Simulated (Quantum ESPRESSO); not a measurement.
Worked example: self-consistent single point of GaP (F-43m, 2 atoms in the cell) in Quantum ESPRESSO.

Computed with PBE, spin-orbit coupling, PseudoDojo fully relativistic norm-conserving (PBE) pseudopotentials (plane waves; Quantum ESPRESSO).

```
GaP
1.0
    0.00000     2.77978     2.77978
    2.77978     0.00000     2.77978
    2.77978     2.77978     0.00000
Ga P
1 1
Direct
  0.00000   0.00000   0.00000
  0.25000   0.25000   0.25000
```

Reference input (self-consistent single point, DFT, PBE, plane waves, GBRV 1.5 ultrasoft (PBE) pseudopotentials): ecutwfc = 50 Ry; ecutrho = 250 Ry; occupations = fixed; potentials = {Ga: ga_pbe_v1.4.uspp.F.UPF, P: p_pbe_v1.5.uspp.F.UPF}; K_POINTS = automatic 5 5 5 0 0 0; nbnd = 16; conv_thr = 1e-11 Ry; mixing_beta = 0.7. This run's input differs from it in these lines:

```diff
@@ -13,6 +13,7 @@
   ntyp = 2
-  ecutwfc = 50
-  ecutrho = 250
+  ecutwfc = 80
   occupations = 'fixed'
-  nbnd = 16
+  nbnd = 26
+  noncolin = .true.
+  lspinorb = .true.
 /
@@ -23,4 +24,4 @@
 ATOMIC_SPECIES
-Ga    69.7230  ga_pbe_v1.4.uspp.F.UPF
-P     30.9738  p_pbe_v1.5.uspp.F.UPF
+Ga    69.7230  Ga.upf
+P     30.9738  P.upf
 ATOMIC_POSITIONS {crystal}
```

Output, abridged:

```
     Self-consistent Calculation

     iteration #  1     ecut=    80.00 Ry     beta= 0.70

---- Real-time Memory Report at c_bands before calling an iterative solver
            94 MiB given to the printing process from OS
            74 MiB allocation reported by mallinfo(arena+hblkhd)
------------------

     Threshold (ethr) on eigenvalues was too large:
     Diagonalizing with lowered threshold

---- Real-time Memory Report at c_bands before calling an iterative solver
           108 MiB given to the printing process from OS
            79 MiB allocation reported by mallinfo(arena+hblkhd)
------------------

   [... lines left out ...]

---- Real-time Memory Report at c_bands before calling an iterative solver
           151 MiB given to the printing process from OS
           132 MiB allocation reported by mallinfo(arena+hblkhd)
------------------

     total energy              =    -166.83037163 Ry
     estimated scf accuracy    <          3.8E-11 Ry

     iteration # 10     ecut=    80.00 Ry     beta= 0.70

---- Real-time Memory Report at c_bands before calling an iterative solver
           154 MiB given to the printing process from OS
           135 MiB allocation reported by mallinfo(arena+hblkhd)
------------------
     End of self-consistent calculation

     highest occupied, lowest unoccupied level (ev):     6.9025    8.2069

!    total energy              =    -166.83037163 Ry
     estimated scf accuracy    <          1.3E-13 Ry

     convergence has been achieved in  10 iterations

     Forces acting on atoms (cartesian axes, Ry/au):

     atom    1 type  1   force =     0.00000000    0.00000000    0.00000000
     atom    2 type  2   force =    -0.00000000   -0.00000000    0.00000000

     Total force =     0.000000     Total SCF correction =     0.000000

          total   stress  (Ry/bohr**3)                   (kbar)     P=      -19.35
  -0.00013152   0.00000000  -0.00000000          -19.35        0.00       -0.00
   0.00000000  -0.00013152   0.00000000            0.00      -19.35        0.00
   0.00000000   0.00000000  -0.00013152            0.00        0.00      -19.35

   JOB DONE.
```

The run converged in 10 iterations. Against the reference run the pressure goes from -2.16 to -1.93 GPa and the gap on the mesh goes from 1.336 to 1.304 eV.

The starting cell comes from a database of computed structures (which also holds hypothetical and non-ambient phases and stackings), without a prior relaxation at this level. Its lattice was rescaled by a random factor within 2.5 % of one.
